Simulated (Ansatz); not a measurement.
Where the default PAW files enter, the runs use the earlier of Ansatz's two default sets.

The decay constant κ of evanescent states in the gap governs leakage through a thin film.

Input:

```
LiH
1.0
    2.74235     0.00000     0.00000
   -1.37118     2.37495     0.00000
    1.37118     0.79165     2.23912
Li H
1 1
Direct
  0.00000   0.00000   0.00000
  0.00000   0.50000   0.50000
```

Space group of this cell: Fm-3m, rock salt. The cell was relaxed by PBE-D3(BJ); by r2SCAN its mean pressure is 4.1 GPa.

Transport runs along the normal of the first two printed cell vectors, the (111) plane of the conventional cell.

No gap correction and no spin-orbit coupling; mid-gap values are interpolated between computed energies.

Q: Compute, with r2SCAN (Ansatz, a quantum-chemistry and plane-wave program), the band gap and the smallest decay constant κ at mid-gap.

A: Gap 3.56 eV on a 16×16×16 mesh; κ = 0.280 1/Å, at (0.500, 0.000) of the in-plane reciprocal vectors. At the zone centre, at the nearest computed energy, the slowest state has κ = 0.45 1/Å.
